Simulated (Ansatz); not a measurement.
For TiO₂ (model structure, started from the CdI2 type, P-3m1, No. 164, 3 atoms in the cell), PBE (PAW; Ansatz, a first-principles code) gives:

- equilibrium lattice constant a = 2.990 Å
- c axis length = 5.577 Å

Problem. What does PBE-D3(BJ) (PAW; Ansatz) give for the same quantities?

Solution. 
- lattice constant a: 2.974 Å (drops by 0.5 %)
- lattice parameter c: 4.537 Å (decreases by 19 %)

Changes are worked out from the printed values.

Unless a cell is named, each level is at its own relaxed cell (PBE 14.39, PBE-D3(BJ) 11.58 Å³/atom).

Ansatz's density-functional and Hartree–Fock values are scalar-relativistic unless marked +SOC, with PAW data made under PBE.

A model structure was made by putting elements into a prototype or built by hand; it is no filed structure, need not be a known phase, and can be a saddle point held by its symmetry.
